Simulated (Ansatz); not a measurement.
Consider the following.

```xyz
2
Lattice="4.1620 0.0000 0.0000 0.0000 4.1620 0.0000 2.0810 2.0810 2.9430" Properties=species:S:1:pos:R:3 pbc="T T T"
Cd     0.0000     0.0000     0.0000
S      4.1620     2.0810     1.4715
```

Space group of this cell: F-43m, zinc blende. The cell is taken as given.

The current runs along the normal of the first two printed vectors, the (001) plane. All runs by Ansatz (a program for electronic structure), plane waves and PAW, without spin-orbit coupling; the base is r2SCAN.

| run | mean pressure (GPa) | gap (eV) | mid-gap κ (1/Å) |
|---|---|---|---|
| base | -0.2 | 1.53 | 0.125 |
| all lengths scaled by 0.98 | 3.9 | 1.67 | 0.134 |
| all lengths scaled by 1.02 | -3.3 | ? | ? |
| lda in place of r2scan | -3.9 | ? | ? |
| lengths across the current scaled by 0.98, ions clamped | 2.4 | 1.60 | 0.133 |
| lengths across the current scaled by 1.02, ions clamped | -2.4 | 1.40 | 0.118 |
| lengths along the current scaled by 0.97, ions clamped | 1.7 | 1.54 | 0.127 |
| lengths along the current scaled by 1.03, ions clamped | -1.9 | ? | ? |
| pbesol in place of r2scan | -1.8 | 0.95 | 0.082 |

Q: What belongs in the gaps?

A: 
- all lengths scaled by 1.02, gap (eV): 1.39
- all lengths scaled by 1.02, mid-gap κ (1/Å): 0.117
- lda in place of r2scan, gap (eV): 0.81
- lda in place of r2scan, mid-gap κ (1/Å): 0.071
- lengths along the current scaled by 1.03, ions clamped, gap (eV): 1.43
- lengths along the current scaled by 1.03, ions clamped, mid-gap κ (1/Å): 0.123
